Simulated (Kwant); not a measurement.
System: GaAs/Al0.3Ga0.7As stack with 2 barriers. One parabolic valley. Leads of mass 0.067 mₑ with the band edge at 0; grid 0.1 nm; bias swept from 0.0096 to 0.36 V, dropping linearly over the stack. Emitter Fermi level 0.036 eV, 4 K, equal in the collector.

```json
[
 {"layer": "1", "thickness (nm)": "2.5", "band offset (eV)": "0.24", "mass (mₑ)": "0.092"},
 {"layer": "2", "thickness (nm)": "4.5", "band offset (eV)": "0", "mass (mₑ)": "0.067"},
 {"layer": "3", "thickness (nm)": "2.5", "band offset (eV)": "0.24", "mass (mₑ)": "0.092"}
]
```

The device is made up for the run: typed textbook-type constants, with dimensions and the other settings drawn at random.

Computed with Kwant: one-band effective-mass tight-binding model in one dimension, coherent, no space charge, current by the Tsu-Esaki formula.

Sweep values stay those of the base run.

Base results: first peak current (A/cm²) 131000; bias of the first current peak (V) 0.143; peak-to-valley ratio 17; J (A/cm²) at bias = 0.09418 V 29500.

Q: What follows from this one change: mass in the first barrier 0.092 → 0.074 mₑ?

A: first peak current 131000 → 166000 A/cm²; bias of the first current peak little changed (0.143 V); peak-to-valley ratio 17 → 16; J at bias = 0.09418 V 29500 → 27200 A/cm².

Q: What follows from this one change: temperature 4 → 300 K?

A: first peak current 131000 → 235000 A/cm²; bias of the first current peak 0.143 → 0.118 V; peak-to-valley ratio 17 → 5.8; J at bias = 0.09418 V 29500 → 205000 A/cm².

Q: What follows from this one change: thickness of the first barrier 2.5 → 1.5 nm?

A: first peak current 131000 → 351000 A/cm²; bias of the first current peak 0.143 → 0.155 V; peak-to-valley ratio 17 → 12; J at bias = 0.09418 V 29500 → 57600 A/cm².
